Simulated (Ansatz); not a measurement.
The starting structures come from a database of crystals and need not be the phases stable at ambient conditions.

The decay constant κ of evanescent states in the gap governs leakage through a thin film.

Given:

```
BiSrO3
1.0
    5.95496     0.00000     0.00000
   -0.00516     8.50541     0.00000
    0.00000     0.00000     6.14412
Sr Bi O
4 4 12
Direct
  0.01439   0.75076   0.44885
  0.98561   0.24924   0.55115
  0.48561   0.74924   0.94885
  0.51439   0.25076   0.05115
  0.00000   0.00000   0.00000
  0.50000   0.50000   0.50000
  0.00000   0.50000   0.00000
  0.50000   0.00000   0.50000
  0.31083   0.94111   0.21440
  0.68917   0.05889   0.78560
  0.18917   0.55889   0.71440
  0.81083   0.44111   0.28560
  0.21181   0.94740   0.69403
  0.78819   0.05260   0.30597
  0.28819   0.55260   0.19403
  0.71181   0.44740   0.80597
  0.60502   0.76136   0.54228
  0.39498   0.23864   0.45772
  0.89498   0.73864   0.04228
  0.10502   0.26136   0.95772
```

Space group of this cell: P2_1/c. The cell is taken as given; by r2SCAN its mean pressure is -0.7 GPa.

Transport runs along the normal of the first two printed cell vectors.

The gap is the functional's own, uncorrected, and κ follows it; spin-orbit coupling is left out. Mid-gap values are interpolated between the computed energies.

### Question
Estimate the band gap and the smallest decay constant κ at mid-gap that Ansatz (a quantum-chemistry and plane-wave program) with r2SCAN returns for this system.

### Answer
Gap 0.59 eV on a 6×4×6 mesh; κ = 0.176 1/Å, at (0.500, 0.500) of the in-plane reciprocal vectors. At the zone centre, at the nearest computed energy, the slowest state has κ = 0.21 1/Å.
